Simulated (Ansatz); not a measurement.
## W: pressure series

Consider W in the bcc (W type) structure (space group Im-3m, No. 229; a = 3.169 Å).

Cell and atoms are relaxed at each pressure.

All numbers come from Ansatz (a quantum-chemistry and plane-wave program) r2SCAN, spin-orbit coupling left out.

```csv
P (GPa),V (Å³/atom)
-2.01,16.019
-1.01,15.968
0.89,15.872
2.08,15.814
4.50,15.699
9.00,15.495
15.01,15.242
22.49,14.955
30.01,14.692
```

A third-order Birch–Murnaghan fit to these points gives V₀ = 15.92 Å³/atom, B₀ = 317 GPa and B₀′ = 4.2. At pressure 30 GPa the volume is 92.3 % of V₀.

Load acts through the strain it causes; cell and atoms are relaxed under it. Stability against distortions was not tested. Competing high-pressure phases were not computed. The final runs are not spin-polarised.
